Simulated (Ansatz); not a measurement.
The cell is built on a prototype and need not be the phase stable at ambient conditions.

By PBEsol, the system below comes out a metal.

Without scattering a metal conducts by its projected Fermi surface.

Data:

```xyz
3
Lattice="2.9974 0.0000 0.0000 0.0000 3.2495 0.0000 1.4987 0.0000 2.5958" Properties=species:S:1:pos:R:3 pbc="T T T"
Ru     0.0000     0.0000     0.0000
B      1.4987     1.6247     0.8653
B      2.9974     1.6247     1.7305
```

Space group of this cell: P6/mmm. The cell was relaxed by PBE-D3(BJ).

The current flows along the normal of the first two printed cell vectors. No spin-orbit coupling; the value is a mean over 0.1 eV about the Fermi level.

Task: State the ballistic conductance per area according to PBEsol (Ansatz, a first-principles code).

Result: 1.2 × 10¹⁵ S/m² for both spins.
